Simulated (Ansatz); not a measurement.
Start from GaAs in the zinc blende structure (space group F-43m, No. 216; a = 5.659 Å).

Method: PBEsol in Ansatz (plane waves to 420 eV, PAW, no SOC).

Before the change:

| Item | Result |
|---|---|
| Density | 5.30 g/cm³ |
| Valley order | Γ 0.42 eV; L along ⟨111⟩ 0.92 eV; a point along ⟨100⟩, about 1.0 Å⁻¹ from Γ 1.32 eV |

Now apply this change: cell and atoms relaxed at a pressure of 9 GPa.

Task: Predict the new density and valley order.

Result: The density rises by 0.57 g/cm³ to 5.87 g/cm³; the valley order (the lowest conduction-band minima on the path, energy above the VBM, named in the base's zone) goes from Γ 0.42 eV; L along ⟨111⟩ 0.92 eV; a point along ⟨100⟩, about 1.0 Å⁻¹ from Γ 1.32 eV to a point along ⟨100⟩, about 1.0 Å⁻¹ from Γ 1.14 eV; Γ 1.21 eV; L along ⟨111⟩ 1.22 eV.

The levels and masses belong to the bands next to the band gap. Load acts through the strain it causes; cell and atoms are relaxed under it. Stability against distortions was not tested. Tetrahedral semiconductors of this kind turn to denser phases somewhere between about 1 and 50 GPa; those were not computed, so compressed cells here can lie past the real transition.

Ansatz is an electronic-structure program.
